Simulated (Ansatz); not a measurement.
An Ansatz (an electronic-structure program) input (r2SCAN (Ansatz; PAW; 500 eV plane waves; without spin-orbit coupling), earlier PAW set):

Ansatz 0.2 input:
```yaml
crystal:
  lattice:
    - [0, 3.0888505069, 2.9365701769]
    - [3.0888505069, 0, 2.9365701769]
    - [3.0888505069, 3.0888505069, 0]
  atoms:
    - { symbol: Se, position: [0, 0, 0] }
    - { symbol: Pb, position: [0.5, 0.5, 0.5] }
basis: { ecutwfc: 500, ecutrho_ratio: 4, xc_grid: 4, fft_grid_basis: typed }
kpoints: { mp_grid: { grid: [9, 9, 9] } }
hamiltonian:
  xc: r2scan
  dispersion: none
  pseudopotentials: { azcp: { folder: ./paw }, kind: paw }
scf: { occupations: { method: fermi_dirac, width: 0.05 }, convergence: { dr2_threshold: 0.0000000002 } }
relax: { f_tol: 0.005, max_steps: 50 }
output: { forces: true, stress: true }
checkpoint: { write: state.ck, write_every: 1000 }
```

Question: Which symmetry and how many k-points will the program report, and about how many plane waves at Γ?

Answer: Space group I4/mmm (ITA 139) with 16 operations, k-points 75 of 729, and 1419 plane waves at Γ.

Question: And the final pressure?

Answer: 3.34 GPa (compression positive).

The cells carry an imposed strain or load. No phonon test of stability was made. The cell was made from PbSe in the rock salt structure (space group Fm-3m, No. 225) by this change: uniaxial strain ε_zz = −4.93 %.
